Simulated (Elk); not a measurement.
Input and output of a self-consistent single point for IrPd₃ (I4/mmm, 4 atoms in the cell) (Elk).

Method: LDA (PW92), spin-orbit coupling in second variation, all-electron FP-LAPW, Elk's shipped species files, APW+lo basis with extra local orbitals run with Elk.

```
IrPd3
1.0
   -1.96947     1.96947     3.89285
    1.96947    -1.96947     3.89285
    1.96947     1.96947    -3.89285
Pd Ir
3 1
Direct
  0.75000   0.25000   0.50000
  0.25000   0.75000   0.50000
  0.50000   0.50000   0.00000
  0.00000   0.00000   0.00000
```

Reference input (self-consistent single point, DFT, LDA (PW92), all-electron FP-LAPW, Elk's shipped species files, APW+lo basis with extra local orbitals): rgkmax = 7.5; stype = 0; swidth = 0.00734986 Ha; ngridk = 8 8 8; gmaxvr = 16 1/bohr; nxlo = 2; lorbcnd = true; rmtscf = 0.91; lmaxi = 3; maxscl = 100. This run's input differs from it in these lines:

```diff
@@ -2,2 +2,5 @@
   0
+
+spinorb
+  .true.
 
@@ -20,2 +23,5 @@
   3
+
+nempty
+  10
```

Output, abridged:

```
│ Self-consistent loop started │
│ Loop number : 1 │
 total energy                :     -32977.7940552
 total moment                :   0.4738891995E-19  0.2842306132E-21  0.1530813245E-20
│ Loop number : 2 │
 total energy                :     -32977.6481285
 total moment                :  -0.2069890243E-19  0.2856306507E-21 -0.2153314299E-20
RMS change in Kohn-Sham potential (target) :   0.4009988856     (  0.1000000000E-05)
Absolute change in total energy (target)   :   0.1459267280     (  0.1000000000E-03)
│ Loop number : 3 │
 total energy                :     -32982.0636947
   [... lines left out ...]
 total energy                :     -32975.1089435
 total moment                :  -0.1144643520E-19  0.1201459746E-21  0.5519052325E-22
RMS change in Kohn-Sham potential (target) :   0.5395296966E-07 (  0.1000000000E-05)
Absolute change in total energy (target)   :   0.1026965037E-03 (  0.1000000000E-03)
│ Loop number : 19 │
 total energy                :     -32975.1089749
 total moment                :  -0.2009874310E-19 -0.2400341432E-21 -0.3531660877E-21
RMS change in Kohn-Sham potential (target) :   0.2782863065E-07 (  0.1000000000E-05)
Absolute change in total energy (target)   :   0.5706046068E-05 (  0.1000000000E-03)
Convergence targets achieved

│ Loop number : 20 │

Energies :
 Fermi                       :     0.356338101054
 xc effective B-field        :    -0.134756440128E-07
 external B-field            :      0.00000000000
 total energy                :     -32975.1089727
 (external B-field energy excluded from total)

Density of states at Fermi energy :    167.1714872
 (states/Hartree/unit cell)

Estimated indirect band gap :   0.5860592923E-03
 from k-point     23 to k-point      5
Estimated direct band gap   :   0.2850702744E-02
 at k-point     59

Charges :
 core                        :    132.0000000
 valence                     :    83.00000000
 interstitial                :    6.162133403
 muffin-tins (core leakage)
  species :    1 (Pd)
   atom    1                 :    44.46393372     (  0.3711079444E-07)
   [... lines left out ...]
   atom    3                 :   0.1523739510E-22 -0.2833893832E-23  0.2593566251E-21
  species :    2 (Ir)
   atom    1                 :  -0.5856124280E-22  0.2842333328E-21 -0.1845718185E-21
 total in muffin-tins        :   0.1933538840E-19  0.2818796591E-21  0.7478480661E-22
 total moment                :   0.1921344525E-19  0.1946659155E-21  0.1172210241E-21

│ Self-consistent loop stopped │
```

The run converged in 20 iterations. The count includes the last loop, which Elk runs after its targets are met. 

The starting cell comes from a database of computed structures (which also holds hypothetical and non-ambient phases and stackings), without a prior relaxation at this level. Values depend on the basis (sphere radii, cutoffs, local orbitals), which need not be converged. The log's line on a gap gives a spacing of levels on this mesh, which the program prints for metals too.

Cost on one core of a shared machine: roughly 5 min.
